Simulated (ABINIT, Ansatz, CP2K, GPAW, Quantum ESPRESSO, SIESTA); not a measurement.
Code comparison for GaSb3 (Fm-3m, 4 atoms in the cell)

Self-consistent single point, at a second geometry (lattice scaled by 0.98). First geometry:

```
CELL_PARAMETERS angstrom
      0.00000     3.73060     3.73060
      3.73060     0.00000     3.73060
      3.73060     3.73060     0.00000
ATOMIC_POSITIONS crystal
  Ga 0.00000 0.00000 0.00000
  Sb 0.25000 0.25000 0.25000
  Sb 0.75000 0.75000 0.75000
  Sb 0.50000 0.50000 0.50000
```

Shared settings, as Ansatz (a quantum-chemistry and plane-wave program) writes them: kpoints.mp_grid.grid = 9 9 9; scf.occupations.method = gaussian; scf.occupations.width = 0.136 eV. Potentials and cutoffs stand in the table.

| code | model | ΔF from the first geometry (meV/atom) | pressure (GPa) | cutoff |
|---|---|---|---|---|
| Ansatz | PBEsol, PAW files made with PBE | -13.1 | 0.39 | default |
| SIESTA | GGA PBEsol, numerical atomic orbitals TZP, PseudoDojo PBEsol standard norm-conserving potentials (rewritten from UPF to PSML) | -9.0 | 0.96 | grid 400 Ry |
| CP2K | PBEsol, GPW, DZVP-MOLOPT-SR-GTH basis, GTH-PBE potentials (GTH_POTENTIALS) | 13.5 | 3.48 | grid 600 Ry |
| Quantum ESPRESSO | PBEsol, PseudoDojo standard norm-conserving (PBESOL) pseudopotentials | -13.5 | 0.25 | 80 Ry |
| ABINIT | PBEsol, norm-conserving pseudopotentials (PseudoDojo nc-sr-04 PBEsol standard) | -13.5 | 0.25 | 1088 eV |
| GPAW | PBEsol, GPAW PAW datasets PBEsol (made by gpaw-setup) | -16.1 | 0.01 | 600 eV |

No clean gap comes from Ansatz, SIESTA, CP2K, Quantum ESPRESSO, ABINIT and GPAW: levels at the Fermi energy touch, overlap or are partly filled at this smearing.

On Ansatz's run: spin-orbit coupling is off.

The spread over the programs that give each value: ΔF from the first geometry within 29.6 meV/atom; pressure within 3.47 GPa.

SIESTA and CP2K use small atom-centred bases, whose incompleteness enters pressures, forces and empty levels differently from a plane-wave cutoff. Ansatz's pressure is given at a fixed set of plane waves, as the other plane-wave codes print theirs. In the pressure, CP2K (by 3.22) lies more than 1 GPa from the median of the plane-wave programs.

The starting cell comes from a database of computed structures (which also holds hypothetical and non-ambient phases and stackings), without a prior relaxation at this level. For this run, on top of that: lattice scaled by 0.98.

Left out of this page: Elk and FLEUR (not drawn, or without a comparable value).

Keys are those of Ansatz 0.2.
